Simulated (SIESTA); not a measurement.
SIESTA run on Rb3Sb (Fm-3m, 4 atoms in the cell): self-consistent single point.

Computed with LDA PW92, numerical atomic orbitals TZP, PseudoDojo LDA standard norm-conserving potentials (rewritten from UPF to PSML) in SIESTA 5.4.2.

```
Rb3Sb
1.0
    0.00000     4.22579     4.22579
    4.22579     0.00000     4.22579
    4.22579     4.22579     0.00000
Sb Rb
1 3
Cartesian
  0.00000   0.00000   0.00000
  4.22579   4.22579   4.22579
  2.11289   2.11289   2.11289
  6.33868   6.33868   6.33868
```

Reference input (self-consistent single point, DFT, LDA PW92, numerical atomic orbitals TZP, PseudoDojo LDA standard norm-conserving potentials (rewritten from UPF to PSML)): XC.functional = LDA; XC.authors = PW92; potentials = PseudoDojo LDA standard; PAO.BasisSize = TZP; PAO.EnergyShift = 0.005 Ry; MeshCutoff = 300 Ry; kgrid.MonkhorstPack = 4 4 4; OccupationFunction = FD; ElectronicTemperature = 0.1 eV; MaxSCFIterations = 150; SCF.Mixer.Method = Pulay; SCF.Mixer.Weight = 0.25. This run's input differs from it in these lines:

```diff
@@ -30,5 +30,5 @@
 %block kgrid.MonkhorstPack
-    4   0   0  0.0
-    0   4   0  0.0
-    0   0   4  0.0
+    3   0   0  0.0
+    0   3   0  0.0
+    0   0   3  0.0
 %endblock kgrid.MonkhorstPack
```

The program printed (abridged):

```
        iscf     Eharris(eV)        E_KS(eV)     FreeEng(eV)     dDmax    Ef(eV) dHmax(eV)
   scf:    1    -4664.291243    -4678.692266    -4678.692455  1.782144 -4.845433  4.693090
   scf:    2    -4681.125794    -4680.070644    -4680.073986  0.278080 -4.540069  2.163637
   scf:    3    -4680.526802    -4680.383707    -4680.400556  0.229583 -4.349037  0.931538
   scf:    4    -4680.401125    -4680.396330    -4680.414384  0.092086 -4.415130  0.302656
   scf:    5    -4680.398892    -4680.398635    -4680.418894  0.022442 -4.389478  0.037111
   scf:    6    -4680.397738    -4680.398221    -4680.419054  0.006963 -4.384398  0.000980
   scf:    7    -4680.398281    -4680.398251    -4680.419052  0.000538 -4.385133  0.007773
   scf:    8    -4680.398080    -4680.398167    -4680.419054  0.000910 -4.384469  0.002204
   scf:    9    -4680.398203    -4680.398185    -4680.419054  0.000173 -4.384670  0.000262
   scf:   10    -4680.398186    -4680.398185    -4680.419054  0.000007 -4.384681  0.000163
SCF Convergence by DM+H criterion
max |DM_out - DM_in|         :     0.0000072015
max |H_out - H_in|      (eV) :     0.0001630394
SCF cycle converged after 10 iterations

Using DM_out to compute the final energy and forces

siesta: E_KS(eV) =            -4680.3982

siesta: E_KS - E_eggbox =     -4680.3982

siesta: Atomic forces (eV/Ang):
     1    0.000000    0.000000    0.000000
     2   -0.000000   -0.000000   -0.000000
     3    0.000000    0.000000    0.000000
     4    0.000000    0.000000    0.000000
   Tot    0.000000    0.000000    0.000000
   Max    0.000000
   Res    0.000000    sqrt( Sum f_i^2 / 3N )
   Max    0.000000    constrained

Stress tensor Voigt[x,y,z,yz,xz,xy] (kbar):      -14.75      -14.75      -14.75       -0.00       -0.00       -0.00
(Free)E + p*V (eV/cell)    -4679.0298
   [... lines left out ...]
siesta: FreeEng =     -4680.419054
siesta: Cell volume =        150.921980 Ang**3
siesta:          14.74830398         14.74830343  kBar
   [... lines left out ...]
              0.166   0.166
   4  8.706   1.884   0.170  -0.147   0.466   1.945   1.945   1.945   0.166
              0.166   0.166

mulliken: Qtot =       42.000

Mulliken Atomic Populations:
Atom #   charge [q] valence [e]  Species
     1    -1.234110   16.234110  Sb
     2     0.645818    8.354182  Rb
     3     0.294146    8.705854  Rb
     4     0.294146    8.705854  Rb
 Total    -0.000000
```

The run converged in 10 iterations. Against the reference run the free energy goes up by 5.0 meV/atom, the pressure goes from 1.62 to 1.47 GPa and the gap on the mesh goes from 0.431 to 0.458 eV.

The starting cell was generated: these elements placed on a structure prototype, without a prior relaxation; it need not be a known phase or ordering of this composition. Spin-orbit coupling is off. Values carry the incompleteness of an atom-centred basis. The basis of the alkali or alkaline-earth atoms may lack their empty d shell, which can raise the gap.
